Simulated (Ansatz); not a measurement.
# Several settings converged on AgAu3 (I4mm, 4 atoms in the cell)

```xyz
4
Lattice="-2.0463 2.0463 4.1419 2.0463 -2.0463 4.1419 2.0463 2.0463 -4.1419" Properties=species:S:1:pos:R:3 pbc="T T T"
Ag     0.0000     0.0000     0.0500
Au     0.0000     2.0463     2.0710
Au     2.0463     0.0000     2.0710
Au     0.0000     0.0000     4.1419
```

Base method: PBEsol, default PAW files made with PBE (plane waves; Ansatz, a first-principles code).

Base settings: basis.ecutwfc = 420 eV; kpoints.mp_grid.grid = 11 11 11; hamiltonian.xc = pbesol; hamiltonian.pseudopotentials = {kind: paw} (the program's default PAW files); scf.occupations.method = fermi_dirac; scf.occupations.width = 0.1 eV.

The count of work is k-points × plane waves × bands × iterations; it is no time. 

**The k-point mesh**

The second cell is the first with its lattice scaled by 0.98.

Only quantities that move along the ladder and can be compared are tabulated.

| kpoints.mp_grid.grid | free energy less the last step's (meV/atom) | energy of the compressed cell less the first (meV/atom) | pressure (GPa) | largest difference of a force vector from the last step's (eV/Å) | count of work / last |
|---|---|---|---|---|---|
| 2 2 2 | 55.32 | -5.29 | -5.31 | 0.042 | 0.013 |
| 3 3 3 | 66.66 | 18.78 | -1.88 | 0.049 | 0.017 |
| 4 4 4 | -18.81 | 3.56 | -4.16 | 0.015 | 0.037 |
| 6 6 6 | -3.31 | 5.80 | -3.75 | 0.003 | 0.086 |
| 8 8 8 | 0.05 | 5.75 | -3.73 | 0.001 | 0.17 |
| 10 10 10 | 1.07 | 5.39 | -3.79 | 0.001 | 0.29 |
| 11 11 11 | -0.19 | 5.42 | -3.80 | 0.001 | 0.36 |
| 16 16 16 | 0.00 | 5.26 | -3.83 | 0.000 | 1.0 |

Coarsest kpoints.mp_grid.grid that holds the forces within 0.02 eV/Å of the last step, with all finer ones: 4 4 4, at 0.037 of the last step's count of work; the step before is off by 0.049 eV/Å.

Coarsest kpoints.mp_grid.grid that holds the pressure within 1 GPa of the last step, with all finer ones: 4 4 4, at 0.037 of the last step's count of work; the step before is off by 1.9 GPa.

Coarsest kpoints.mp_grid.grid that holds the free energy within 5 meV/atom of the last step, with all finer ones: 6 6 6, at 0.086 of the last step's count of work; the step before is off by 19 meV/atom.

The energy difference between the two cells stays within 1 meV/atom of the last step's from 6 6 6 on, the total only from 11 11 11 on: much of the error is common to both cells and cancels.

**The k-point mesh at a smearing width of 0.02 eV**

In this ladder: scf.occupations.width = 0.02 eV.

Only quantities that move along the ladder and can be compared are tabulated.

| kpoints.mp_grid.grid | free energy less the last step's (meV/atom) | pressure (GPa) | largest difference of a force vector from the last step's (eV/Å) | count of work / last |
|---|---|---|---|---|
| 4 4 4 | -20.85 | -4.17 | 0.015 | 0.016 |
| 5 5 5 | 10.33 | -3.14 | 0.023 | 0.022 |
| 6 6 6 | -3.28 | -3.81 | 0.006 | 0.036 |
| 9 9 9 | -2.13 | -3.93 | 0.003 | 0.090 |
| 12 12 12 | 1.45 | -3.88 | 0.001 | 0.20 |
| 22 22 22 | 0.00 | -3.86 | 0.000 | 1.0 |

Coarsest kpoints.mp_grid.grid that holds the free energy within 5 meV/atom of the last step, with all finer ones: 6 6 6, at 0.036 of the last step's count of work; the step before is off by 10 meV/atom.

Coarsest kpoints.mp_grid.grid that holds the pressure within 0.2 GPa of the last step, with all finer ones: 6 6 6, at 0.036 of the last step's count of work; the step before is off by 0.71 GPa.

Coarsest kpoints.mp_grid.grid that holds the forces within 0.02 eV/Å of the last step, with all finer ones: 6 6 6, at 0.036 of the last step's count of work; the step before is off by 0.023 eV/Å.

**The k-point mesh at a smearing width of 0.3 eV**

In this ladder: scf.occupations.width = 0.3 eV.

Only quantities that move along the ladder and can be compared are tabulated.

```tsv
kpoints.mp_grid.grid	free energy less the last step's (meV/atom)	pressure (GPa)	count of work / last
4 4 4	-9.90	-3.93	0.016
5 5 5	2.73	-3.49	0.022
6 6 6	-1.52	-3.59	0.036
9 9 9	-0.31	-3.60	0.090
12 12 12	0.03	-3.59	0.20
22 22 22	0.00	-3.59	1.0
```

Coarsest kpoints.mp_grid.grid that holds the pressure within 0.05 GPa of the last step, with all finer ones: 6 6 6, at 0.036 of the last step's count of work; the step before is off by 0.09 GPa.

Coarsest kpoints.mp_grid.grid that holds the free energy within 2 meV/atom of the last step, with all finer ones: 6 6 6, at 0.036 of the last step's count of work; the step before is off by 2.7 meV/atom.

On the base run: the starting cell comes from a database of computed structures (which also holds hypothetical and non-ambient phases and stackings), without a prior relaxation at this level. Its lattice was rescaled by up to half a per cent. One atom was moved a little off its site on purpose. In the base run, with a pressure of about -4 GPa the cell is away from its equilibrium volume at this level. Ansatz's pressure includes its estimate of the finite-basis (Pulay) stress.

Keys are those of Ansatz 0.2.
